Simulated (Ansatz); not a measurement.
Results of LDA (plane waves, PAW; Ansatz, a program for electronic structure) for IrB2 (model structure, P6₃/mmc, No. 194, 6 atoms in the cell).

From the output:

```
Relaxation: its limit of steps is 80 (relax.max_steps)
Crystal: 6 atoms, lattice volume = 54.285 Å³
Basis set: ecut = 520 eV, 1489 PW (Γ), exchange–correlation on 48×48×108 points (8 copies of the dense FFT grid, shifted against one another)
Bands: 29, of which v1, the nominal top of the filled ones, is band 23 counted from 1 (22 counted from 0)
Symmetry: 24 space group operations
Space group: P63/mmc (ITA 194), of the structure as read, at distance tolerance 3.8e-5 Å
k-points: 305 of 4608
Functional: x = slater, c = lda
SCF iter   1: F=—  HF=-23926.305550 eV  |F-HF|=—  |Δ(HF+E_count)|=         —  Δρ=1.25e-2  dr2=8.93e-2
SCF iter   2: F=—  HF=-23926.291865 eV  |F-HF|=—  |Δ(HF+E_count)|=   1.37e-2  Δρ=6.58e-3  dr2=2.81e-2
  ...
SCF 1 converged in 6 iterations: F = -23926.285129 eV  dr2 = 2.86e-8
Crystal: 6 atoms, lattice volume = 54.285 Å³
Initial density: handed on by an earlier stage of this run
SCF 2 converged in 6 iterations: F = -23926.287733 eV  dr2 = 2.97e-10
Crystal: 6 atoms, lattice volume = 54.285 Å³
SCF 3 converged in 6 iterations: F = -23926.288789 eV  dr2 = 6.71e-10
Crystal: 6 atoms, lattice volume = 54.285 Å³
SCF 4 converged in 6 iterations: F = -23926.289405 eV  dr2 = 4.87e-10
Crystal: 6 atoms, lattice volume = 54.285 Å³
SCF 5 converged in 6 iterations: F = -23926.289416 eV  dr2 = 2.85e-13
Crystal: 6 atoms, lattice volume = 54.285 Å³
SCF iter   7: F=-23926.289430 eV  HF=-23926.289430 eV  |F-HF|=3.64e-12  |Δ(HF+E_count)|=  3.64e-12  Δρ=8.23e-10  dr2=3.62e-16
SCF iter   8: F=-23926.289430 eV  HF=-23926.289430 eV  |F-HF|=7.28e-12  |Δ(HF+E_count)|=  7.28e-12  Δρ=2.72e-10  dr2=3.34e-17
SCF 6 converged in 8 iterations: F = -23926.289430 eV  dr2 = 3.34e-17
SCF converged after 8 iterations
Free energy (F): -23926.289430 eV
Internal energy: -23926.268006 eV  (E = F + TS)
E sigma→0 (E₀):  -23926.278718 eV
Fermi energy:    19.231590 eV
--- Forces (eV/Å), atoms counted from 1 ---
  atom   1  Ir     0.00000000    -0.00000000     0.00000000
  atom   2  Ir    -0.00000000     0.00000000     0.00000000
  atom   3  B     -0.00000000     0.00000000     0.00001725
  atom   4  B      0.00000000    -0.00000000    -0.00001725
  atom   5  B      0.00000000    -0.00000000     0.00001725
  atom   6  B     -0.00000000     0.00000000    -0.00001725
--- Stress (GPa, compression-positive) ---
        5.732575       0.000000       0.000000
        0.000000       5.732575       0.000000
        0.000000       0.000000       5.740320
  P = ⅓ Tr σ = 5.7352 GPa (57.352 kbar)
```

Write an input file that could have produced this run (the log leaves some choices open).

Several could match; the one computed here: 
Ansatz 0.2 input:
```yaml
crystal:
  lattice:
    - [3.0087224655, -0.0000002988, 0.0]
    - [-1.504360974, 2.6056302375, 0.0]
    - [0.0, 0.0, 6.9244391884]
  atoms:
    - { symbol: Ir, position: [0.6666666667, 0.3333333333, 0.75] }
    - { symbol: Ir, position: [0.3333333333, 0.6666666667, 0.25] }
    - { symbol: B, position: [0.6666666667, 0.3333333333, 0.4405220861] }
    - { symbol: B, position: [0.3333333333, 0.6666666667, 0.5594779139] }
    - { symbol: B, position: [0.3333333333, 0.6666666667, 0.9405220861] }
    - { symbol: B, position: [0.6666666667, 0.3333333333, 0.0594779139] }
basis:
  ecutwfc: 520
  ecutrho_ratio: 4
  xc_grid: 2
kpoints:
  mp_grid: { grid: [24, 24, 8] }
hamiltonian:
  xc: lda
  dispersion: none
  pseudopotentials: { kind: paw }
scf:
  occupations: { method: fermi_dirac, width: 0.05 }
output:
  forces: true
  stress: true
  eigenvalues: true
relax:
  f_tol: 0.004
  escape_saddle: false
  max_steps: 80
  cell: { stress_tol: 0.02, fix: [volume] }
```

The cell is one volume of an energy–volume scan, off the minimum.

The PAW data were made under PBE.

Note: the run has no spin polarisation, so it can have missed a magnetic state. Note: the relaxation could raise the start's symmetry but not lower it, so the cell can be a saddle point.

A model structure was made by putting elements into a prototype or built by hand; it is no filed structure, need not be a known phase, and can be a saddle point held by its symmetry.
